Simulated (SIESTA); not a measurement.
Input and output of a self-consistent single point for TiAlPt (P6_3/mmc, 6 atoms in the cell) (SIESTA).

Computed with SIESTA with GGA PBEsol, numerical atomic orbitals TZP, PseudoDojo PBEsol standard norm-conserving potentials (rewritten from UPF to PSML).

The change in words: lattice scaled by 0.98. Reference geometry:
```xyz
6
Lattice="4.4169 0.0000 0.0000 -2.2084 3.8251 0.0000 0.0000 0.0000 5.4077" Properties=species:S:1:pos:R:3 pbc="T T T"
Ti     0.0000     0.0000     0.0000
Ti     0.0000     0.0000     2.7039
Al     0.0000     2.5501     1.3519
Al     2.2084     1.2750     4.0558
Pt     2.2084     1.2750     1.3519
Pt     0.0000     2.5501     4.0558
```

Reference input (self-consistent single point, DFT, GGA PBEsol, numerical atomic orbitals TZP, PseudoDojo PBEsol standard norm-conserving potentials (rewritten from UPF to PSML)): XC.functional = GGA; XC.authors = PBEsol; potentials = PseudoDojo PBEsol standard; PAO.BasisSize = TZP; PAO.EnergyShift = 0.01 Ry; MeshCutoff = 300 Ry; kgrid.MonkhorstPack = 6 6 4; OccupationFunction = FD; ElectronicTemperature = 50 meV; MaxSCFIterations = 150; SCF.Mixer.Method = Broyden; SCF.Mixer.Weight = 0.1. This run's input differs from it in these lines:

```diff
@@ -13,5 +13,5 @@
 %block LatticeVectors
-     4.416850000    0.000000000    0.000000000
-    -2.208425000    3.825104000    0.000000000
-     0.000000000    0.000000000    5.407710000
+     4.328513000    0.000000000    0.000000000
+    -2.164256000    3.748602000    0.000000000
+     0.000000000    0.000000000    5.299556000
 %endblock LatticeVectors
@@ -20,7 +20,7 @@
      0.000000000    0.000000000    0.000000000  1
-     0.000000000    0.000000000    2.703855000  1
-    -0.000002208    2.550070608    1.351927500  2
-     2.208427208    1.275033392    4.055782500  2
-     2.208427208    1.275033392    1.351927500  3
-    -0.000002208    2.550070608    4.055782500  3
+     0.000000000    0.000000000    2.649778000  1
+    -0.000001831    2.499069250    1.324889000  2
+     2.164258831    1.249532750    3.974667000  2
+     2.164258831    1.249532750    1.324889000  3
+    -0.000001831    2.499069250    3.974667000  3
 %endblock AtomicCoordinatesAndAtomicSpecies
```

Output (repeated stretches shortened):

```
        iscf     Eharris(eV)        E_KS(eV)     FreeEng(eV)     dDmax    Ef(eV) dHmax(eV)
   scf:    1   -10249.268436   -10405.963343   -10406.003046  1.450810 -3.031343 29.962538
   scf:    2   -10474.762308   -10451.424319   -10451.444273  0.330042 -3.268213 12.448473
   scf:    3   -10462.815107   -10457.988575   -10458.006131  0.115742 -3.630041  6.097668
   scf:    4   -10461.896953   -10461.048708   -10461.067524  0.145804 -4.328176  1.198338
   scf:    5   -10460.401916   -10460.963637   -10460.983643  0.039695 -4.466103  1.542661
   [... 10 lines left out ...]
   scf:   16   -10461.191488   -10461.191488   -10461.210539  0.000030 -4.407018  0.000254
   scf:   17   -10461.191488   -10461.191488   -10461.210539  0.000020 -4.407046  0.000192
   scf:   18   -10461.191488   -10461.191488   -10461.210539  0.000011 -4.407063  0.000152
   scf:   19   -10461.191488   -10461.191488   -10461.210539  0.000006 -4.407075  0.000126
SCF Convergence by DM+H criterion
max |DM_out - DM_in|         :     0.0000062250
max |H_out - H_in|      (eV) :     0.0001257269
SCF cycle converged after 19 iterations

Using DM_out to compute the final energy and forces

siesta: E_KS(eV) =           -10461.1915

siesta: E_KS - E_eggbox =    -10461.1915

siesta: Atomic forces (eV/Ang):
     1    0.000000    0.000000    0.000000
     2   -0.000000    0.000000   -0.000000
     3    0.000074   -0.000043    0.000000
     4   -0.000074    0.000043   -0.000000
     5    0.000009   -0.000005   -0.000000
     6   -0.000009    0.000005    0.000000
   Tot    0.000000   -0.000000   -0.000000
   Max    0.000074
   Res    0.000029    sqrt( Sum f_i^2 / 3N )
   Max    0.000074    constrained

   [... lines left out ...]
siesta: FreeEng =    -10461.210539
siesta: Cell volume =         85.989920 Ang**3
siesta:          72.06309099         72.06427391  kBar
   [... lines left out ...]

             -0.014  -0.018  -0.014  -0.018   0.230   0.180   0.303   0.180

              0.230

mulliken: Qtot =       66.000

Mulliken Atomic Populations:
Atom #   charge [q] valence [e]  Species
     1     0.700823   11.299177  Ti
     2     0.700823   11.299177  Ti
     3    -0.754929    3.754929  Al
     4    -0.754929    3.754929  Al
     5     0.054106   17.945894  Pt
     6     0.054106   17.945894  Pt
 Total     0.000000
```

The run converged in 19 iterations. Against the reference run the free energy rises by 6.7 meV/atom and the pressure goes from -4.27 to 7.21 GPa.

The starting cell comes from a database of computed structures (which also holds hypothetical and non-ambient phases and stackings), without a prior relaxation at this level. For this run, on top of that: lattice scaled by 0.98. Spin polarisation is off. Values carry the incompleteness of an atom-centred basis. With a pressure of about 7 GPa the cell is away from its equilibrium volume at this level.

Cost on one core of a shared machine: roughly 3 min.
